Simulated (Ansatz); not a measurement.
Cost and result by functional for the adsorption energy of N on the 1x1 (111) surface of fcc Rh, one in a 2x2 cell, started at the site 'hollow Rh-Rh-Rh over Rh at depth 2.2 Å', in Ansatz (plane waves, PAW). Single points on the PBE structure, on one kind of machine; costs are rough ratios of the slab run's core time (references not counted) to the cheapest single point. r2SCAN's cost holds its higher cutoff (500 against 420 eV). Differences are taken against r2SCAN for comparison alone: no measured value is at hand, so the table doesn't rank accuracy.

Slab: 17 atoms, 6.5 Å thick at the start under the adsorbate (thin: gaps and levels are the slab's own); k 6x6x1, smearing 0.1 eV, dipole-corrected; 8 atoms held, the rest relaxed; start symmetry kept, larger cells not searched; no spin, no spin-orbit, no U, no dispersion correction. At the end it is bonded to 3 Rh. In PBE it is, or lies within 0.03 eV of, the lowest of the starts that converged. These notes are the PBE run's. Adsorption energies are against ½ N2(g). A negative adsorption energy means that the adsorbate is more stable on the surface than in its reference.

```tsv
functional	relative cost	adsorption energy (eV)	less r2SCAN (eV)
RPBE	1	0.05	0.44
r2SCAN	2	-0.39	0.00
PBE (the relaxed run's value)	–	-0.23	0.16
```

The values span 0.44 eV, while the single points' costs differ by a factor of roughly 2. Differences are of unrounded values.

Ansatz is a program for electronic structure.
